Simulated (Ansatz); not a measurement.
Structures of equal composition on the (111) surface of germanium (Ge plane on top): 2x2 Ge adatom at H3; 2x2 Ge adatom at T1; 2x2 Ge adatom at T4. The slabs share one bottom face, and each structure is named by its start. These are constructed structures in small cells; real faces may alloy, dewet or reconstruct in larger ones, and not all known structures of the face are among them. Slabs of about 13 Å, Fermi-Dirac smearing of 0.025 eV. Bottom of the slabs: H caps. Relaxed from the named starts with such symmetry as they have, on meshes of like density; energies extrapolated to zero smearing; spin only where a row says so; no spin-orbit coupling, no U. Brackets mark spin-polarised runs, whose order is one that fits the cell. Where a second, spin-polarised start was run, the lower counts.

Method: r2SCAN, at the PBE geometry (plane waves to 500 eV, PAW; Ansatz, a program for electronic structure).

Question: Put the candidates in order of energy per 1x1 cell, lowest first, for r2SCAN, at the PBE geometry.

Answer: 2x2 Ge adatom at T4 (0.000 eV, a narrow gap of 0.09 eV by band count), 2x2 Ge adatom at H3 (0.066 eV, no gap on the mesh), 2x2 Ge adatom at T1 (0.549 eV, no gap on the mesh)
